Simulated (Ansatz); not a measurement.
A computed series for WC: pressure series

Start from WC (space group P-6m2, No. 187).

```yaml
crystal:
  lattice:
    - [2.91216, 0.00000, 0.00000]
    - [-1.45608, 2.52201, 0.00000]
    - [0.00000, 0.00000, 2.83623]
  atoms:
    - { symbol: W, position: [0.00000, 0.00000, 0.00000] }
    - { symbol: C, position: [0.66667, 0.33333, 0.50000] }
```

Cell and atoms are relaxed at each pressure.

Computed with DFT with r2SCAN, PAW potentials and a 500 eV plane-wave cutoff in Ansatz (an electronic-structure program), spin-orbit coupling left out.

Notes on the quantities. enthalpy: H = E + PV relative to the base's energy.

| variant | shortest interatomic distance | density | enthalpy |
|---|---|---|---|
| base | 4.157 bohr | 15.61 g/cm³ | – |
| pressure −2 GPa | 4.163 bohr | 15.53 g/cm³ | -0.13 eV/atom |
| pressure −1 GPa | 4.160 bohr | 15.57 g/cm³ | -0.07 eV/atom |
| pressure 1.8 GPa | 4.150 bohr | 15.68 g/cm³ | +0.12 eV/atom |
| pressure 4.2 GPa | 4.143 bohr | 15.77 g/cm³ | +0.27 eV/atom |
| pressure 9 GPa | 4.127 bohr | 15.95 g/cm³ | +0.58 eV/atom |
| pressure 18 GPa | 4.101 bohr | 16.27 g/cm³ | +1.15 eV/atom |
| pressure 30 GPa | 4.069 bohr | 16.67 g/cm³ | +1.89 eV/atom |
| pressure 45 GPa | 4.033 bohr | 17.13 g/cm³ | +2.79 eV/atom |
| pressure 60 GPa | 4.000 bohr | 17.55 g/cm³ | +3.66 eV/atom |

Load acts through the strain it causes; cell and atoms are relaxed under it. Whether these cells are dynamically stable was not tested. No other phases were tried under pressure. All final runs are without spin polarisation.
